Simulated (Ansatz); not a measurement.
**What uniaxial strain ε_zz = +2.80 % does to Bi2Pt**

The reference is Bi₂Pt (space group Pa-3, No. 205; a = 6.7215 Å). Axes: x, y, z lie along the cube axes.

Modification: uniaxial strain ε_zz = +2.80 %, all other strain components held at zero, atoms relaxed at fixed cell.

Method: PBEsol, PAW, 420 eV (Ansatz, a quantum-chemistry and plane-wave program; without spin-orbit coupling). k-mesh 6×6×6 (Γ-centred); smearing 0.05 eV (Fermi–Dirac).

* **Volume per atom**: 26.01 Å³ (base 25.31 Å³)
* **Space group**: Pbca (No. 61) (base Pa-3 (No. 205))
* **Shortest interatomic distance**: 279.6 pm (base 277.7 pm)
* **Energy relative to the base (free energy F)**: +9.2 meV/atom
* **Pressure (mean of the normal stresses, compression positive)**: -2.4 GPa (base 0.0 GPa)
* **Band gap**: zero (base zero)
* **Largest internal atomic displacement**: 0.029 Å
* **Stress (xx, yy, zz, yz, xz, xy; compression positive)**: (-1.6, -1.6, -4.0, 0.0, 0.0, 0.0) GPa (rough)

Final structure:

```
Bi2Pt
1.0
    6.72145     0.00000     0.00000
    0.00000     6.72145     0.00000
    0.00000     0.00000     6.90966
Bi Pt
8 4
Direct
  0.37232   0.37153   0.36685
  0.62768   0.62847   0.63315
  0.12768   0.62847   0.86685
  0.87232   0.37153   0.13315
  0.87232   0.12847   0.63315
  0.12768   0.87153   0.36685
  0.62768   0.87153   0.13315
  0.37232   0.12847   0.86685
  0.00000   0.00000   0.00000
  0.50000   0.00000   0.50000
  0.50000   0.50000   0.00000
  0.00000   0.50000   0.50000
```

Without a gap, meshes like the base's 6×6×6 leave anisotropic stresses uncertain by several tenths of a GPa, and small strain energies with them. With Bi and Pt present, leaving out spin-orbit coupling can change the band edges. No phonon test of stability was made. The final runs are not spin-polarised.
